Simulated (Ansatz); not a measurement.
We consider NaH (model structure, started from the CsCl type, Pm-3m, No. 221, 2 atoms in the cell), described by PBEsol in Ansatz (plane waves, PAW).

Settings: plane-wave cutoff 520 eV, 12×12×12 k mesh, Fermi–Dirac smearing 0.01 eV, scalar-relativistic PAW data made under PBE.

The cell is the one relaxed with PBEsol. Conventional cell: a = 2.9375 Å, b = 2.9375 Å, c = 2.9375 Å, α = 90.00°, β = 90.00°, γ = 90.00°.

```
CELL_PARAMETERS angstrom
      2.93746     0.00000     0.00000
      0.00000     2.93746     0.00000
      0.00000     0.00000     2.93746
ATOMIC_POSITIONS crystal
  Na 0.00000 0.00000 0.00000
  H  0.50000 0.50000 0.50000
```

Task: List the 5 lowest band energies at Γ above −25 eV (eV, relative to the valence band maximum), grouping those that round alike.

Result: At Γ: -24.51 (×3), -6.15, 8.79.

Note: the relaxation could raise the start's symmetry but not lower it, so the cell can be a saddle point.

A model structure was made by putting elements into a prototype or built by hand; it is no filed structure, need not be a known phase, and can be a saddle point held by its symmetry.

Ansatz is a quantum-chemistry and plane-wave program.
